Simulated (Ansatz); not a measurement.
Pressure series in CdSe

Consider CdSe in the zinc blende structure (space group F-43m, No. 216).

```xyz
2
Lattice="0.0000 3.0981 3.0981 3.0981 0.0000 3.0981 3.0981 3.0981 0.0000" Properties=species:S:1:pos:R:3 pbc="T T T"
Se     4.6472     4.6472     4.6472
Cd     0.0000     0.0000     0.0000
```

Cell and atoms are relaxed at each pressure.

Level of theory: PBE (Ansatz, an electronic-structure program, PAW, no spin-orbit coupling).

| pressure (GPa) | volume per atom (Å³/atom) |
|---|---|
| -1 | 30.452 |
| 0 | 29.737 |
| 0.9 | ? |
| 2.1 | 28.496 |
| 4.5 | 27.370 |
| 9 | 25.756 |
| 15 | 24.180 |
| 22.5 | 22.734 |
| 30 | 21.622 |

Question: Fit the third-order Birch–Murnaghan form P(V) = (3B₀/2)[(V₀/V)^(7/3) − (V₀/V)^(5/3)]·[1 + (3/4)(B₀′ − 4)((V₀/V)^(2/3) − 1)] (squares taken in P) to the rows shown and predict the withheld row.

Answer: Least squares on the printed values gives V₀ = 29.736 Å³/atom, B₀ = 44.9 GPa, B₀′ = 4.6; this predicts 29.172 Å³/atom, and the run gives 29.174 Å³/atom, 0.002 higher.

Load acts through the strain it causes; cell and atoms are relaxed under it. No phonon test of stability was made. Tetrahedral semiconductors of this kind turn to denser phases somewhere between about 1 and 50 GPa; those were not computed, so compressed cells here can lie past the real transition.
